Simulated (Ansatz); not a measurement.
# How a calculation on SbAsPd5 (Fd-3m, 28 atoms in the cell) responds to its settings

```
CELL_PARAMETERS angstrom
      0.00000     6.27999     6.27999
      6.27999     0.00000     6.27999
      6.27999     6.27999     0.00000
ATOMIC_POSITIONS crystal
  Pd 0.72520 0.27480 0.27480
  Pd 0.52480 0.97520 0.52480
  Pd 0.27480 0.72520 0.72520
  Pd 0.97520 0.52480 0.97520
  Pd 0.27480 0.72520 0.27480
  Pd 0.52480 0.52480 0.97520
  Pd 0.72520 0.27480 0.72520
  Pd 0.97520 0.97520 0.52480
  Pd 0.52480 0.97520 0.97520
  Pd 0.27480 0.27480 0.72520
  Pd 0.97520 0.52480 0.52480
  Pd 0.72520 0.72520 0.27480
  Pd 0.34150 0.34150 0.34150
  Pd 0.27450 0.90850 0.90850
  Pd 0.34150 0.34150 0.97550
  Pd 0.90850 0.27450 0.90850
  Pd 0.97550 0.34150 0.34150
  Pd 0.90850 0.90850 0.90850
  Pd 0.34150 0.97550 0.34150
  Pd 0.90850 0.90850 0.27450
  As 0.62500 0.62500 0.62500
  As 0.12500 0.62500 0.62500
  As 0.62500 0.62500 0.12500
  As 0.62500 0.12500 0.62500
  Sb 0.12500 0.12500 0.12500
  Sb 0.62500 0.12500 0.12500
  Sb 0.12500 0.12500 0.62500
  Sb 0.12500 0.62500 0.12500
```

Base run A: PBEsol, default PAW files made with PBE (Ansatz, a program for electronic structure), self-consistent single point.

Its settings: kpoints.mp_grid.grid = 3 3 3; hamiltonian.xc = pbesol; hamiltonian.pseudopotentials = {kind: paw} (the program's default PAW files); scf.occupations.method = cold; scf.occupations.width = 0.05 eV.

The starting cell comes from a database of published, mostly measured structures (it also holds non-ambient and calculated ones), without a prior relaxation at this level. Its lattice was rescaled by a random factor within 2.5 % of one. Spin-orbit coupling is off. Spin polarisation is off. In the base run, with a pressure of about -11 GPa the cell is away from its equilibrium volume at this level. Ansatz's pressure includes its estimate of the finite-basis (Pulay) stress.

ΔF is the free energy per atom less that of run A. 

Runs:
- B: scf.mixing.preconditioner: default (the program chose LDOS) → none
- C: scf.mixing.preconditioner: default (the program chose LDOS) → kerker
- D: scf.mixing.preconditioner: default (the program chose LDOS) → kerker_dos
- E: scf.mixing.preconditioner: default (the program chose LDOS) → resta; scf.mixing.eps_inf: default → 5
- F: scf.mixing.preconditioner: default (the program chose LDOS) → ldos
- G: scf.mixing.preconditioner: default (the program chose LDOS) → local_kerker
- H: scf.mixing.preconditioner: default (the program chose LDOS) → kerker; scf.mixing.q_tf: default → 0.2
- I: scf.mixing.preconditioner: default (the program chose LDOS) → kerker; scf.mixing.q_tf: default → 0.5
- J: scf.mixing.preconditioner: default (the program chose LDOS) → kerker; scf.mixing.q_tf: default → 1.5

```json
[
 {"run": "A", "ΔF (meV/atom)": "0.00", "pressure (GPa)": "-11.05", "largest force (eV/Å)": "0.615", "iterations": "11"},
 {"run": "B", "ΔF (meV/atom)": "0.00", "pressure (GPa)": "-11.05", "largest force (eV/Å)": "0.615", "iterations": "9"},
 {"run": "C", "ΔF (meV/atom)": "0.00", "pressure (GPa)": "-11.05", "largest force (eV/Å)": "0.615", "iterations": "11"},
 {"run": "D", "ΔF (meV/atom)": "0.00", "pressure (GPa)": "-11.05", "largest force (eV/Å)": "0.615", "iterations": "14"},
 {"run": "E", "ΔF (meV/atom)": "0.00", "pressure (GPa)": "-11.05", "largest force (eV/Å)": "0.615", "iterations": "10"},
 {"run": "F", "ΔF (meV/atom)": "0.00", "pressure (GPa)": "-11.05", "largest force (eV/Å)": "0.615", "iterations": "11"},
 {"run": "G", "ΔF (meV/atom)": "0.00", "pressure (GPa)": "-11.05", "largest force (eV/Å)": "0.615", "iterations": "8"},
 {"run": "H", "ΔF (meV/atom)": "0.00", "pressure (GPa)": "-11.05", "largest force (eV/Å)": "0.615", "iterations": "9"},
 {"run": "I", "ΔF (meV/atom)": "0.00", "pressure (GPa)": "-11.05", "largest force (eV/Å)": "0.615", "iterations": "9"},
 {"run": "J", "ΔF (meV/atom)": "0.00", "pressure (GPa)": "-11.05", "largest force (eV/Å)": "0.615", "iterations": "9"}
]
```

Runs B, C, D, E, F, G, H, I, J reached the same state as A (within 1 meV/atom). The fewest iterations to that state were 8 (G); the most were 14.

Keys are those of Ansatz 0.2.
